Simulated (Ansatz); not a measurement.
## Response to strain in LiNbO3

The reference is LiNbO3 (space group R3c, No. 161).

```yaml
crystal:
  lattice:
    - [2.56733, 1.48225, 4.60804]
    - [-2.56733, 1.48225, 4.60804]
    - [0.00000, -2.96450, 4.60804]
  atoms:
    - { symbol: Li, position: [0.28078, 0.28078, 0.28078] }
    - { symbol: Li, position: [0.78078, 0.78078, 0.78078] }
    - { symbol: Nb, position: [0.99839, 0.99839, 0.99839] }
    - { symbol: Nb, position: [0.49839, 0.49839, 0.49839] }
    - { symbol: O, position: [0.10932, 0.35998, 0.71863] }
    - { symbol: O, position: [0.71863, 0.10932, 0.35998] }
    - { symbol: O, position: [0.35998, 0.71863, 0.10932] }
    - { symbol: O, position: [0.21863, 0.85998, 0.60932] }
    - { symbol: O, position: [0.85998, 0.60932, 0.21863] }
    - { symbol: O, position: [0.60932, 0.21863, 0.85998] }
```

Cartesian axes are those of the cell as printed.

Strains are applied to the cell and any free atomic positions relax.

All numbers come from PBEsol (Ansatz, an electronic-structure program; PAW; 420 eV plane waves; spin-orbit coupling left out).

Notes on the quantities. energy relative to the base: free energy F; pressure: mean of the normal stresses, compression positive; band gap: an upper bound: an edge found on the path is not a true extremum; the base alone.

```json
[
 {"case": "base", "energy relative to the base": "0 meV/atom", "pressure": "0.0 kbar", "band gap": "3.51 eV", "shortest interatomic distance": "1.882 Å"},
 {"case": "tensor shear ε_xz = +1.20 %", "energy relative to the base": "+1.1 meV/atom", "pressure": "1.0 kbar", "band gap": "3.44 eV", "shortest interatomic distance": "1.868 Å"},
 {"case": "tensor shear ε_xz = +0.40 %", "energy relative to the base": "+0.1 meV/atom", "pressure": "0.1 kbar", "band gap": "3.48 eV", "shortest interatomic distance": "1.877 Å"},
 {"case": "tensor shear ε_xz = +0.80 %", "energy relative to the base": "+0.5 meV/atom", "pressure": "0.4 kbar", "band gap": "3.46 eV", "shortest interatomic distance": "1.873 Å"}
]
```

Stability against distortions was not tested.
